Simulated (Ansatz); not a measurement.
A computed series for Lu: element substitutions

Start from Lu in the hcp (Mg type) structure (space group P6_3/mmc, No. 194; a = 3.4451 Å, c = 5.3488 Å).

Each row replaces one element on all its sites; cell and atoms are relaxed.

Levels (all Ansatz, a quantum-chemistry and plane-wave program, PAW): PBEsol (420 eV, spin-orbit coupling left out); r2SCAN (500 eV, no SOC).

Pressures by level, all at the geometries relaxed with PBEsol:

| case | PBEsol | r2SCAN |
|---|---|---|
| base | 0.0 GPa | 2.7 GPa |
| Lu → Ta | 0.0 GPa | 4.3 GPa |
| Lu → Al | 0.0 GPa | -1.6 GPa |
| Lu → Be | 0.0 GPa | 1.1 GPa |

Single points use the geometry relaxed with PBEsol. Their cutoffs differ, which shifts pressures a little. Stability against distortions was not tested. For Ta and Al in this form, whether it has been made was not checked. The final runs are not spin-polarised. This is not the structure that Ta has at room temperature and ambient pressure. This is not the structure that Al has at room temperature and ambient pressure.
